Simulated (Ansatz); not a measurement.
**PbSe: energy against strain**

PbSe (rock salt, Fm-3m, 27.555 Å³/atom at rest, cube axes along x, y and z) under a strain ε along a cube axis (axis z), the other axes held. LDA in Ansatz, a plane-wave DFT program (PAW, default set), 420 eV, 10×10×10 Γ-centred mesh, Fermi-Dirac smearing 0.05 eV; ions are relaxed within the symmetry of each cell.

Here s stands for strain and y for E less E0.

```csv
strain (%),E less E0 (meV/atom)
-1.50,3.10
-1.00,1.36
-0.50,0.33
0.00,0.00
0.50,0.31
1.00,1.23
1.50,2.72
3.00,?
```

Fit y of the 7 rows that show it with a parabola. Least squares gives y = -0.001 - 0.1014·s + 1.2943·s². Residuals (row less fit): 0.037, -0.035, -0.043, 0.001, 0.038, 0.038, -0.039; standard error 0.047 (degrees of freedom: 4). Twice the quadratic coefficient over the volume, 2 × 1.2943 meV × 10⁴ × 0.1602 / 27.555 Å³, is the elastic constant C11 = 151 ± 2 GPa.

### Question
Estimate the missing y (s = 3.00); what did the run itself give?

### Answer
y = -0.001 - 0.1014 × 3.0 + 1.2943 × 3.0² = 11.344 meV/atom. The calculation gives 10.23 meV/atom, 1.114 meV/atom below the prediction (10.9 % of the range of y in the table). The row lies outside the fitted rows, so this is an extrapolation. From the scatter of the fitted rows alone, a prediction at this place has a standard error of 0.180 meV/atom, so the miss is 6.2 times that.

One order more, fitted to all 13 runs of the series, follows each within 0.01, so the miss is the next term of a smooth law. This level leaves no gap over 0.05 eV at strain -1.50, -1.00, -0.50, 0.00, where the mesh may be coarse. Rows are the converged runs of the series near zero and its far end; series whose fitted rows scatter by over a few per cent of the range, as at a crossing or softening among them, aren't shown in this form. Most that stay on the fit to the last digits aren't either.
